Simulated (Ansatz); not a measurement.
Base system: CdTe in the zinc blende structure (space group F-43m, No. 216; a = 6.409 Å). Axes: x, y, z lie along the cube axes.

Method: Kohn–Sham DFT with the LDA functional, run in Ansatz (a first-principles code) with PAW and 420 eV plane waves, no SOC.

Before the change:

- Valence-band top at Γ: 0.00, 0.00, 0.00 eV
- Valley order: Γ 0.61 eV; L along ⟨111⟩ 1.68 eV

One thing is altered: the cell is stretched by 0.50 % along z with no lateral relaxation, atoms relaxed at fixed cell.

Problem. How does this affect the valence-band top at Γ, valley order and stress?

Solution. The valence-band top at Γ (three highest levels, from the VBM) changes from 0.00, 0.00, 0.00 eV to 0.00, 0.00, -0.02 eV; the valley order (the lowest conduction-band minima on the path, energy above the VBM, named in the base's zone) becomes Γ 0.59 eV; L along [111] 1.67 eV (base: Γ 0.61 eV; L along ⟨111⟩ 1.68 eV); the stress (xx, yy, zz, yz, xz, xy; compression positive) comes out as (-0.20, -0.20, -0.29, 0.00, 0.00, 0.00) GPa.

Spin-orbit coupling, missing from the scalar runs, can matter with Te. The levels and masses belong to the bands next to the band gap. The cells carry an imposed strain or load. No phonon test of stability was made.
